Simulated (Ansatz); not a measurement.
Ansatz (a first-principles code) run on MnRh (Pm-3m, 2 atoms in the cell): relaxation of cell and atoms.

Method of the run: PBEsol, default PAW files made with PBE (plane waves; Ansatz).

The change in words: atoms on their sites; basis.ecutwfc: 30.9 Ry → 61.7 Ry; relax: default → cell and atoms. Reference geometry:
```yaml
crystal:
  lattice:
    - [3.03657, 0.00000, 0.00000]
    - [0.00000, 3.03657, 0.00000]
    - [0.00000, 0.00000, 3.03657]
  atoms:
    - { symbol: Mn, position: [0.00000, 0.00000, 0.01647], spin: 4.0 }
    - { symbol: Rh, position: [0.50000, 0.50000, 0.50000], spin: 1.0 }
```
(The spins are starting values, not results.)

Reference input (self-consistent single point, DFT, PBEsol, plane waves, default PAW files made with PBE): basis.ecutwfc = 30.9 Ry; kpoints.mp_grid.grid = 9 9 9; hamiltonian.xc = pbesol; hamiltonian.pseudopotentials = {kind: paw} (the program's default PAW files); magnetization.spin_polarized = true; scf.occupations.method = gaussian; scf.occupations.width = 0.0073 Ry. This run's input differs from it in these lines:

Ansatz 0.2 input:
```diff
@@ -6,6 +6,6 @@
   atoms:
-    - { symbol: Mn, position: [0.00000000, 0.00000000, 0.01646600], spin: 4.0 }
+    - { symbol: Mn, position: [0.00000000, 0.00000000, 0.00000000], spin: 4.0 }
     - { symbol: Rh, position: [0.50000000, 0.50000000, 0.50000000], spin: 1.0 }
 basis:
-  ecutwfc: 30.9 Ry
+  ecutwfc: 61.7 Ry
 kpoints:
@@ -19,2 +19,4 @@
   occupations: { method: gaussian, width: 0.0073 Ry }
+relax:
+  cell: {}
 output:
```

The program printed (abridged):

```
   [... SCF lines of the steps left out ...]
relax step   1: F+E_penalty+E_count = -10207.61034326 eV  Δ(F+E_penalty+E_count) = +0.000e0 eV  max|allowed force component| = 4.727e-29 eV/Å  Δτ_max = 0.0000 Å  P = -9.051 GPa  Ω = 28.000 Å³  (12 SCF iters, dr2 threshold 1.00e-7 eV, accepted)
relax step   2: F+E_penalty+E_count = -10207.64513282 eV  Δ(F+E_penalty+E_count) = -3.479e-2 eV  max|allowed force component| = 2.028e-29 eV/Å  Δτ_max = 0.0000 Å  P = +3.672 GPa  Ω = 26.217 Å³  energy of the carried Pulay correction = +3.140e-5 eV  [...]
   [... lines left out ...]
relax step   4: F+E_penalty+E_count = -10207.65020895 eV  Δ(F+E_penalty+E_count) = -4.612e-5 eV  max|allowed force component| = 1.173e-29 eV/Å  Δτ_max = 0.0000 Å  P = +0.003 GPa  Ω = 26.664 Å³  energy of the carried Pulay correction = +2.333e-5 eV  [...]
relax step   5: F+E_penalty+E_count = -10207.65018583 eV  Δ(F+E_penalty+E_count) = +2.312e-5 eV  max|allowed force component| = 8.579e-30 eV/Å  Δτ_max = 0.0000 Å  P = +0.003 GPa  Ω = 26.664 Å³  stress off target by 2.99e-3 GPa  SCF on the basis [...]
basis re-selected at this cell: Δ(F+E_penalty+E_count) = +2.312e-5 eV, ΔP = +0.000 GPa vs the last step
the relaxation is at rest under the 48 symmetry operations that the run kept from its start: a minimum is not shown …
the relaxation's final electronic state is not compared with the one that a single-point calculation of its input finds at the relaxed geometry …
Magnetization: 4.0323 μB (18.0162 up, 13.9838 down)
   [... lines left out ...]
Absolute magnetization: 4.0718 μB (∫|ρ↑−ρ↓|, with the PAW one-centre terms)
Free energy (F): -10207.650186 eV
Fermi energy:    19.563242 eV
   [... lines left out ...]
to start a new deck from the relaxed geometry:
  cell:  # Å, volume = 26.6644 Å³
    - [2.987520177537278, -1.3642346934948317e-34, -3.2901303216615278e-34]
    - [-8.028139723667442e-36, 2.987520177537278, 0.0]
    - [-3.2901303216615278e-34, 0.0, 2.987520177537278]
  atoms:
    - { symbol: Mn, position: [-1.0322994528814647e-38, 3.0968983467229876e-37, 1.2017547256728566e-48] }
    - { symbol: Rh, position: [0.5, 0.5, 0.5] }
```

The run converged. 

Summary of the result:
- Free energy E − TS (on the zero of these files): -10207.6502 eV
- Fermi level (on the code's own zero): 19.56 eV
- Pressure: 0.00 GPa
- Size of the cell's spin moment: 4.03 μB
- Final cell: a = b = c = 2.988 Å, α = β = γ = 90.00°
- Final volume per atom: 13.33 Å³
- Relaxation steps: 5

The starting cell comes from a database of computed structures (which also holds hypothetical and non-ambient phases and stackings), without a prior relaxation at this level. Its lattice was rescaled by up to half a per cent. The magnetic order is the one reached from the typed start; others were not searched systematically. The relaxation keeps the symmetry of its start, so its end need not be a minimum. Ansatz's pressure includes its estimate of the finite-basis (Pulay) stress.

Cost on one core of a shared machine: roughly 40 s.
